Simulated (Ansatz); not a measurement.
## SrZrO3 (space group P4mm, No. 99; a cell from a computed database, its experimental status unchecked)

Space group P4mm (No. 99); a = b = 4.1112 Å, c = 4.1920 Å, α = β = γ = 90.00°

```
atom  site  symmetry       x       y       z
----  ----  --------  ------  ------  ------
Sr      1b       4mm  0.5000  0.5000  0.5539
Zr      1a       4mm  0.0000  0.0000  0.0041
O       1a       4mm  0.0000  0.0000  0.4820
O       2c      2mm.  0.0000  0.5000  0.9520
```

Method: PBEsol, PAW, 420 eV (Ansatz, a first-principles code; scalar-relativistic without spin-orbit coupling). Settings: 8×8×8 k-points, 0.05 eV Fermi–Dirac smearing.

| Property | Value |
|---|---|
| Volume per atom | 14.17 Å³ |
| Density | 5.32 g/cm³ |
| Band gap | 3.35 eV, indirect, R → Γ |
| Electron mass | 2.7 mₑ along c, 0.41 mₑ across |
| Lowest conduction-band minima above the VBM | Γ 3.35 eV |
| Total energy | -1862.467 eV/atom (σ→0; compares only within this code and set-up) |

Masses are band curvatures over ±0.01 Å⁻¹ around the edge. Whether these cells are dynamically stable was not tested.
